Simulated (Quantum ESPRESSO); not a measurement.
Quantum ESPRESSO run on CaCd2As2 (P-3m1, 5 atoms in the cell): self-consistent single point.

Level of theory: LDA (PZ), GBRV 1.5 ultrasoft (LDA) pseudopotentials (plane waves; Quantum ESPRESSO 7.5).

The change in words: lattice scaled by 0.98. Reference geometry:
```yaml
crystal:
  lattice:
    - [4.41388, 0.00000, 0.00000]
    - [-2.20694, 3.82253, 0.00000]
    - [0.00000, 0.00000, 7.20606]
  atoms:
    - { symbol: Ca, position: [0.00000, 0.00000, 0.00000] }
    - { symbol: Cd, position: [0.33333, 0.66667, 0.63325] }
    - { symbol: Cd, position: [0.66667, 0.33333, 0.36675] }
    - { symbol: As, position: [0.33333, 0.66667, 0.23766] }
    - { symbol: As, position: [0.66667, 0.33333, 0.76234] }
```

Reference input (self-consistent single point, DFT, LDA (PZ), plane waves, GBRV 1.5 ultrasoft (LDA) pseudopotentials): ecutwfc = 40 Ry; ecutrho = 200 Ry; occupations = smearing; smearing = fd; degauss = 0.0036749 Ry; potentials = {Ca: ca_lda_v1.uspp.F.UPF, Cd: cd_lda_v1.uspp.F.UPF, As: as_lda_v1.uspp.F.UPF}; K_POINTS = automatic 7 7 4 0 0 0; conv_thr = 1e-10 Ry; mixing_beta = 0.4. This run's input differs from it in these lines:

```diff
@@ -35,5 +35,5 @@
 CELL_PARAMETERS angstrom
-   4.4138798792     0.0000000000     0.0000000000
-  -2.2069399396     3.8225321046     0.0000000000
-   0.0000000000     0.0000000000     7.2060600000
+   4.3256018738     0.0000000000     0.0000000000
+  -2.1628009369     3.7460811093     0.0000000000
+   0.0000000000     0.0000000000     7.0619390000
```

Output, abridged:

```
     Self-consistent Calculation

     iteration #  1     ecut=    40.00 Ry     beta= 0.40

     Threshold (ethr) on eigenvalues was too large:
     Diagonalizing with lowered threshold

     negative rho (up, down):  4.094E-02 0.000E+00

     total energy              =    -383.73981111 Ry
     estimated scf accuracy    <       0.23363827 Ry

     iteration #  2     ecut=    40.00 Ry     beta= 0.40

     negative rho (up, down):  4.116E-02 0.000E+00

     total energy              =    -383.77850625 Ry
     estimated scf accuracy    <       0.01273763 Ry

     iteration #  3     ecut=    40.00 Ry     beta= 0.40

     negative rho (up, down):  4.140E-02 0.000E+00

     total energy              =    -383.78140306 Ry
     estimated scf accuracy    <       0.00300134 Ry

   [... 7 blocks of this kind left out ...]

     iteration # 11     ecut=    40.00 Ry     beta= 0.40

     negative rho (up, down):  4.186E-02 0.000E+00

     total energy              =    -383.78180509 Ry
     estimated scf accuracy    <          1.1E-09 Ry

     iteration # 12     ecut=    40.00 Ry     beta= 0.40

     negative rho (up, down):  4.186E-02 0.000E+00
     End of self-consistent calculation

     the Fermi energy is     8.7817 ev

!    total energy              =    -383.78180509 Ry
     estimated scf accuracy    <          3.6E-11 Ry
     smearing contrib. (-TS)   =      -0.00003634 Ry
     internal energy E=F+TS    =    -383.78176875 Ry

     convergence has been achieved in  12 iterations

     negative rho (up, down):  4.186E-02 0.000E+00

     Forces acting on atoms (cartesian axes, Ry/au):

     atom    1 type  1   force =     0.00000000    0.00000000    0.00000000
     atom    2 type  2   force =     0.00000000   -0.00000000    0.00031838
     atom    3 type  2   force =    -0.00000000    0.00000000   -0.00031838
     atom    4 type  3   force =     0.00000000   -0.00000000   -0.00757332
     atom    5 type  3   force =    -0.00000000   -0.00000000    0.00757332

     Total force =     0.010720     Total SCF correction =     0.000012

     negative rho (up, down):  4.186E-02 0.000E+00
          total   stress  (Ry/bohr**3)                   (kbar)     P=       -4.75
  -0.00002433   0.00000000  -0.00000000           -3.58        0.00       -0.00
   0.00000000  -0.00002433  -0.00000000            0.00       -3.58       -0.00
   0.00000000   0.00000000  -0.00004820            0.00        0.00       -7.09

   JOB DONE.
```

The run converged in 12 iterations. Against the reference run the free energy drops by 18.8 meV/atom, the pressure goes from -3.95 to -0.47 GPa and the largest force goes from 0.036 to 0.195 eV/Å. The full log also holds: “c_bands:  1 eigenvalues not converged”.

The starting cell comes from a database of computed structures (which also holds hypothetical and non-ambient phases and stackings), without a prior relaxation at this level. For this run, on top of that: lattice scaled by 0.98.

Cost on one core of a shared machine: roughly 60 s.
